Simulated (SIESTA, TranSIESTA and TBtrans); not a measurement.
# Pt chain with a Cl atom beside one bond

Device: Pt chain with a Cl atom beside one bond. Leads: straight Pt chain, spacing 2.4 Å. Geometry: 3 atoms about the centre moved by SIESTA (PBE, DZP) to a largest force of 0.03 eV/Å, all others as built.

TranSIESTA and TBtrans, PBE, DZP numerical orbitals (energy shift 0.15 eV), PseudoDojo norm-conserving scalar-relativistic potentials, mesh cutoff 200 Ry, 300 K, spin-polarised (collinear), no spin-orbit coupling; self-consistent non-equilibrium Green functions.

| Quantity | Value |
|---|---|
| Conductance at 300 K (G0 = 2e²/h) | 2.64 |
| Mean T from −0.5 to 0.5 eV | 2.51 |

Energies count from the leads' Fermi level. Transmissions are for each spin. The energy step is 0.01 eV; narrower resonances are cut or missed.

| E (eV) | T up | T down | lead channels up | down |
|---|---|---|---|---|
| -2.00 | 2.19 | 2.20 | 3 | 3 |
| -1.90 | 2.25 | 2.25 | 3 | 3 |
| -1.80 | 2.30 | 2.30 | 3 | 3 |
| -1.70 | 2.38 | 2.38 | 3 | 3 |
| -1.60 | 2.80 | 2.79 | 4 | 4 |
| -1.50 | 3.11 | 3.11 | 4 | 4 |
| -1.40 | 3.25 | 3.24 | 4 | 4 |
| -1.30 | 2.92 | 2.92 | 4 | 4 |
| -1.20 | 2.88 | 2.88 | 4 | 4 |
| -1.10 | 3.83 | 3.82 | band edge | band edge |
| -1.00 | 3.51 | 3.50 | band edge | band edge |
| -0.90 | 3.06 | 3.06 | 6 | 6 |
| -0.80 | 2.96 | 2.96 | 6 | 6 |
| -0.70 | 2.92 | 2.92 | 6 | 6 |
| -0.60 | 2.86 | 2.86 | 6 | 6 |
| -0.50 | 2.83 | 2.83 | 6 | 6 |
| -0.40 | 2.93 | 2.92 | 6 | 6 |
| -0.30 | 2.99 | 2.99 | band edge | band edge |
| -0.20 | 2.68 | 2.68 | 4 | 4 |
| -0.10 | 2.68 | 2.67 | 4 | 4 |
| 0.00 | 2.64 | 2.64 | 4 | 4 |
| 0.10 | 2.59 | 2.59 | 4 | 4 |
| 0.20 | 2.52 | 2.52 | 4 | 4 |
| 0.30 | 2.41 | 2.41 | 4 | 4 |
| 0.40 | 1.59 | 1.59 | 3 | 3 |
| 0.50 | 1.20 | 1.21 | 3 | 3 |
| 0.60 | 1.02 | 1.03 | 3 | 3 |
| 0.70 | 0.62 | 0.63 | 3 | 3 |
| 0.80 | 0.098 | 0.098 | 1 | 1 |
| 0.90 | 0.081 | 0.081 | 1 | 1 |
| 1.00 | 0.047 | 0.047 | 1 | 1 |
| 1.10 | 0.013 | 0.013 | 1 | 1 |
| 1.20 | 0.00034 | 0.00037 | 1 | 1 |
| 1.30 | 0.031 | 0.031 | 1 | 1 |
| 1.40 | 0.12 | 0.12 | 1 | 1 |
| 1.50 | 0.25 | 0.26 | 1 | 1 |
| 1.60 | 0.41 | 0.41 | 1 | 1 |
| 1.70 | 0.56 | 0.56 | 1 | 1 |
| 1.80 | 0.68 | 0.68 | 1 | 1 |
| 1.90 | 0.78 | 0.78 | 1 | 1 |
| 2.00 | 0.84 | 0.85 | 1 | 1 |

A magnetic start was tried, and the separate lead runs end without a moment. The straight chain is held at its spacing; free chains may zigzag or dimerise. Spin-orbit coupling, left out here, matters for the heavy atoms.
